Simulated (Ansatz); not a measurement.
Cell and atoms of amorphous Ti10Al12O38:

```yaml
crystal:
  lattice:
    - [9.06602, 0.00000, 0.00000]
    - [0.00000, 9.06602, 0.00000]
    - [0.00000, 0.00000, 9.06602]
  atoms:
    - { symbol: Ti, position: [0.09500, 0.36110, 0.17518] }
    - { symbol: Ti, position: [0.99996, 0.53178, 0.91319] }
    - { symbol: Ti, position: [0.15168, 0.21149, 0.53182] }
    - { symbol: Ti, position: [0.41517, 0.80319, 0.26876] }
    - { symbol: Ti, position: [0.69003, 0.48473, 0.70777] }
    - { symbol: Ti, position: [0.35024, 0.55540, 0.58907] }
    - { symbol: Ti, position: [0.98347, 0.74994, 0.23049] }
    - { symbol: Ti, position: [0.56789, 0.84834, 0.70566] }
    - { symbol: Ti, position: [0.83825, 0.28566, 0.40478] }
    - { symbol: Ti, position: [0.47940, 0.13940, 0.07214] }
    - { symbol: Al, position: [0.95398, 0.01710, 0.70837] }
    - { symbol: Al, position: [0.99295, 0.67499, 0.58984] }
    - { symbol: Al, position: [0.44879, 0.49750, 0.21813] }
    - { symbol: Al, position: [0.71891, 0.39831, 0.11261] }
    - { symbol: Al, position: [0.17441, 0.00386, 0.23097] }
    - { symbol: Al, position: [0.45521, 0.25247, 0.72411] }
    - { symbol: Al, position: [0.65706, 0.68279, 0.03965] }
    - { symbol: Al, position: [0.84142, 0.98989, 0.05723] }
    - { symbol: Al, position: [0.68454, 0.11082, 0.59355] }
    - { symbol: Al, position: [0.68747, 0.63999, 0.41210] }
    - { symbol: Al, position: [0.14396, 0.12708, 0.92085] }
    - { symbol: Al, position: [0.21130, 0.81289, 0.79747] }
    - { symbol: O, position: [0.59730, 0.79546, 0.88678] }
    - { symbol: O, position: [0.99600, 0.56758, 0.12750] }
    - { symbol: O, position: [0.97600, 0.96525, 0.20508] }
    - { symbol: O, position: [0.58783, 0.81317, 0.35665] }
    - { symbol: O, position: [0.89436, 0.70396, 0.41363] }
    - { symbol: O, position: [0.05788, 0.33232, 0.38090] }
    - { symbol: O, position: [0.64582, 0.67413, 0.60891] }
    - { symbol: O, position: [0.32450, 0.32202, 0.58585] }
    - { symbol: O, position: [0.38781, 0.99434, 0.19701] }
    - { symbol: O, position: [0.44166, 0.57484, 0.40267] }
    - { symbol: O, position: [0.18472, 0.79690, 0.26815] }
    - { symbol: O, position: [0.67640, 0.55961, 0.22163] }
    - { symbol: O, position: [0.76595, 0.95000, 0.66745] }
    - { symbol: O, position: [0.46028, 0.67748, 0.11501] }
    - { symbol: O, position: [0.26464, 0.44809, 0.19252] }
    - { symbol: O, position: [0.89875, 0.56127, 0.72432] }
    - { symbol: O, position: [0.16010, 0.57955, 0.55633] }
    - { symbol: O, position: [0.53471, 0.33101, 0.14565] }
    - { symbol: O, position: [0.68314, 0.16435, 0.40642] }
    - { symbol: O, position: [0.38883, 0.20135, 0.90399] }
    - { symbol: O, position: [0.91870, 0.16865, 0.56447] }
    - { symbol: O, position: [0.66107, 0.07520, 0.04822] }
    - { symbol: O, position: [0.50270, 0.05245, 0.65889] }
    - { symbol: O, position: [0.85970, 0.29713, 0.19181] }
    - { symbol: O, position: [0.74790, 0.45319, 0.49064] }
    - { symbol: O, position: [0.19995, 0.06509, 0.41777] }
    - { symbol: O, position: [0.05028, 0.84284, 0.67557] }
    - { symbol: O, position: [0.06396, 0.34753, 0.94179] }
    - { symbol: O, position: [0.66202, 0.27560, 0.70796] }
    - { symbol: O, position: [0.13581, 0.12799, 0.72036] }
    - { symbol: O, position: [0.81511, 0.79329, 0.08387] }
    - { symbol: O, position: [0.22240, 0.94364, 0.93599] }
    - { symbol: O, position: [0.48351, 0.47403, 0.74240] }
    - { symbol: O, position: [0.94272, 0.05610, 0.90565] }
    - { symbol: O, position: [0.36674, 0.75861, 0.67894] }
    - { symbol: O, position: [0.15456, 0.63833, 0.87102] }
    - { symbol: O, position: [0.73082, 0.50759, 0.94676] }
    - { symbol: O, position: [0.16755, 0.16959, 0.12024] }
```

The numbers are results of PBE, scalar-relativistic without spin-orbit coupling (plane waves to 420 eV, PAW; Ansatz, a program for electronic structure), not measurements. Neutral PBE cell, which sets geometry, pressure and energy: sampling: a 2×2×2 Γ-centred mesh; Fermi-Dirac width 0.02 eV; no spin polarisation.

Preparation: random packing, a CHGNet melt and quench, and a DFT relaxation. O atoms were pushed apart under 1.9 Å during the dynamics, to hinder bonds among them. It is the lowest in DFT energy of 2 quenches. It is a model cell: composition and starting density were chosen by hand, and all elements were melted together. No dispersion term was used. Its density started from a set value of 3.14 and ended at 3.14 g/cm³. The quench (nominally 140 K/ps over its main leg) was far faster than any real one, so the model tends to hold more defects than a real film. A cell of this size samples the disorder only roughly. The volume was held where the preparation left it.

Question: Give the pressure, the energy against reference phases and the spacing of the highest filled and lowest empty levels.

Answer: 
- Pressure on a 2×2×2 Γ-centred mesh = -2.04 GPa
- Largest force and stress component on that mesh (the relaxation ran on the zone centre alone) = 0.11 eV/Å and 2.4 GPa
- Energy relative to anatase TiO2 + corundum (lowest mix at this level among the phases computed, not always the ambient ones) = 141 meV/atom
- Gap between localised states on a 2×2×2 Γ-centred mesh (PBE) = 2.27 eV
- Gap between localised states at the zone centre (PBE) = 2.28 eV
- Distance between the nearest levels spread over more than a fifth of the atoms or a third of the atoms of their main element (six at least) (PBE, zone centre) = 3.47 eV

Question: At PBE and the zone centre, how localised are the states just below and above the Fermi level (participation number: the atoms over which a state spreads)?

Answer: The highest filled state is spread over 2.0 atoms' worth, largest on O54, with weights by element (charge in smoothed Voronoi cells) O 0.94, Al 0.04, Ti 0.01. The lowest empty state is spread over 2.6 atoms' worth, largest on Ti4, with weights by element (charge in smoothed Voronoi cells) Ti 0.80, O 0.18, Al 0.02.

At PBE the levels at both edges of the gap are localised (band-tail or defect states), and the nearest spread-out levels lie 3.5 eV apart at the zone centre.

Bonds are counted up to Ti-Ti 3.12 Å, Ti-Al 2.89 Å, Ti-O 2.60 Å, Al-Al 2.66 Å, Al-O 2.46 Å, O-O 1.58 Å. Two cations that share two anions don't count as bonded, nor two that share one unless they lie closer than Ti-Ti 3.04 Å, Ti-Al 2.81 Å, Al-Al 2.59 Å.
